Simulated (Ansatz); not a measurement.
This concerns the energy of the reaction as written. Reaction: 2 Sn (white tin) + H2 (gas) → cell A. The sign is products less reactants.

Cell A: a slab of Sn (grey tin, Fd-3m) cut along (111), 4 atoms, hexagonal cell of 4.71 Å (19.2 Å²), symmetry P-3m1, 4.3 Å thick under 16 Å of vacuum, in-plane vectors held at the crystal's; planes from bottom to top: H | Sn × 2 | H; added, foreign or displaced atoms, above the top plane and below the bottom plane: two times H bound to 1 Sn at 1.74 Å; spin state with PBE: run without spin, k-point mesh 11×11×1.
```xyz
4
Lattice="4.7057 0.0000 0.0000 -2.3528 4.0752 0.0000 0.0000 0.0000 20.3069" Properties=species:S:1:pos:R:3 pbc="T T T"
Sn     0.0000     0.0000    10.5667
Sn     0.0000     2.7168     9.7402
H      0.0000     0.0000    12.3037
H      0.0000     2.7168     8.0032
```

Reference: Sn (white tin, I4₁/amd), 2 atoms in the cell, k-point mesh 22×22×22 on the run's own vectors. Conventional cell: a = 5.946 Å, b = 5.946 Å, c = 3.217 Å, α = 90.00°, β = 90.00°, γ = 90.00°.

Reference: an isolated H2 molecule (singlet) in a box of 11 × 11 × 13 Å.

All numbers come from Ansatz (a program for electronic structure), plane waves with PAW, its default PAW set, cutoff 420 eV, 500 eV for r2SCAN. The structures are at rest with PBE, within the held lattices; other levels are single points on them. Neutral cells; Fermi-Dirac smearing of at most 0.10 eV in the solids, energies taken to zero width. The lattices are those relaxed with PBE, so at other levels the solids can be strained, which adds to the spread. A dispersion term (D3(BJ), or D4 for r2SCAN) was computed beside these levels and is taken off wherever the name lacks it. No zero-point or thermal terms. Spin-orbit coupling is left out. Values are for these cell sizes. Cell A has symmetry P-3m1 and got no random move, so less symmetric positions, which may lie lower, weren't tried.

**Question.** Predict the value from PBE.

**Answer.** 0.74 eV, for 2 Sn (white tin) + H2 (gas) → cell A.

**Question.** What do the other levels give, and how wide is the spread?

**Answer.** 
| Method | value (eV) | less PBE |
|---|---|---|
| r2SCAN | 0.62 | -0.12 |

The levels span 0.12 eV, from r2SCAN (0.62) to PBE (0.74).
